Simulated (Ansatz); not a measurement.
## YN: pressure series

The reference is YN in the rock salt structure (space group Fm-3m, No. 225; a = 4.856 Å).

Cell and atoms are relaxed at each pressure.

Method: Ansatz (a first-principles code) PBEsol, no spin-orbit coupling.

| change | band gap | volume per atom |
|---|---|---|
| base | 0.08 eV | 14.31 Å³ |
| pressure −2 GPa | 0.10 eV | 14.49 Å³ |
| pressure −1 GPa | 0.09 eV | 14.40 Å³ |
| pressure 3 GPa | zero | 14.07 Å³ |
| pressure 5 GPa | zero | [?] |
| pressure 7.5 GPa | zero | [?] |
| pressure 10 GPa | zero | 13.59 Å³ |

Problem. Some entries are withheld; estimate them.

Solution. 
- pressure 5 GPa, volume per atom: 13.93 Å³
- pressure 7.5 GPa, volume per atom: 13.75 Å³

The mesh was chosen for an insulator and is coarse for the gapless case. Load acts through the strain it causes; cell and atoms are relaxed under it. No phonon test of stability was made. Competing high-pressure phases were not computed. The base started in Pnma and relaxed to Fm-3m at this level. The final runs are not spin-polarised. Gaps under 0.05 eV, about the width of the smearing, are given as zero. The zero or small gap of YN can change with the level of theory.
